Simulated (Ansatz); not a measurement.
# How far PBE-D3(BJ) and PBEsol-D3(BJ) part for Bi2Se3, pressure 45 GPa

Take Bi$_{2}$Se$_{3}$ in the Bi2Te3 type structure (space group R-3m, No. 166; a = 4.144 Å, c = 28.445 Å (hexagonal axes)) as the base.

(Cell as relaxed with PBE-D3(BJ).)

Levels (all Ansatz, a first-principles code, PAW, earlier PAW set): PBE-D3(BJ) (420 eV, no spin-orbit coupling); PBEsol-D3(BJ) (420 eV, scalar-relativistic without spin-orbit coupling).

Each level relaxes its own structure.

```tsv
base	PBE-D3(BJ)	PBEsol-D3(BJ)
volume per atom	28.21 Å³	26.61 Å³
lattice parameter a	414.4 pm	408.2 pm
band gap	0.16 eV	zero
```

Modification: a hydrostatic pressure of 45 GPa.

```json
[
 {"quantity": "volume per atom", "PBE-D3(BJ)": "18.04 Å³", "PBEsol-D3(BJ)": "?"},
 {"quantity": "c/a ratio", "PBE-D3(BJ)": "9.117", "PBEsol-D3(BJ)": "?"}
]
```

Q: Predict the PBEsol-D3(BJ) column.

A: 
- volume per atom, PBEsol-D3(BJ): 17.54 Å³
- c/a ratio, PBEsol-D3(BJ): 9.323

PBE-D3(BJ)'s volume per atom lies 0.508 Å³ above PBEsol-D3(BJ)'s (2.9 %); PBE-D3(BJ)'s c/a ratio lies 0.206 below PBEsol-D3(BJ)'s. Neither level is exact; PBEsol-D3(BJ) is the comparison here, not a measurement.

The mesh was chosen for an insulator and is coarse for the gapless case. From pressure 45 GPa on, the axis ratios lie over 15 % from the base's, so the cell there is far from its starting form. Spin-orbit coupling, missing from the scalar runs, can matter with Bi. Load acts through the strain it causes; cell and atoms are relaxed under it. Whether these cells are dynamically stable was not tested. No other phases were tried under pressure. All final runs are without spin polarisation. Gaps under 0.05 eV, about the width of the smearing, are given as zero. A zero or small gap of Bi2Se3 can be the functional's error rather than a property of the material.
